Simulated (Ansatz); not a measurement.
Start from WO₃ (space group Cmcm, No. 63; a cell from a computed database, its experimental status unchecked).

```
CELL_PARAMETERS angstrom
      2.72697    -2.73717     0.00000
      2.72697     2.73717     0.00000
      0.00000     0.00000     7.46034
ATOMIC_POSITIONS crystal
  W  0.55864 0.44136 0.75000
  W  0.44136 0.55864 0.25000
  O  0.50000 0.50000 0.50000
  O  0.50000 0.50000 0.00000
  O  0.47915 0.01772 0.25000
  O  0.52085 0.98228 0.75000
  O  0.01772 0.47915 0.75000
  O  0.98228 0.52085 0.25000
```

Levels (all Ansatz, a first-principles code, PAW): PBEsol (420 eV, no spin-orbit coupling); HSE06 (420 eV, without spin-orbit coupling).

Its gap is 1.35 eV with PBEsol and 2.59 eV with HSE06.

Now apply this change: a hydrostatic pressure of 7.5 GPa.

With PBEsol the gap becomes 1.27 eV.

Problem. If the HSE06 correction stayed the same, what would the HSE06 gap be, and what does the HSE06 run give?

Solution. A rigid correction of +1.24 eV gives 2.51 eV. The HSE06 run gives 2.51 eV, so the two effects roughly add.

Single points use the geometry relaxed with PBEsol. The hybrid gap comes from the SCF mesh plus the semilocal run's edge points and a few special points and is an upper bound. With W present, leaving out spin-orbit coupling can change the band edges. Load acts through the strain it causes; cell and atoms are relaxed under it. Whether these cells are dynamically stable was not tested. Competing high-pressure phases were not computed.
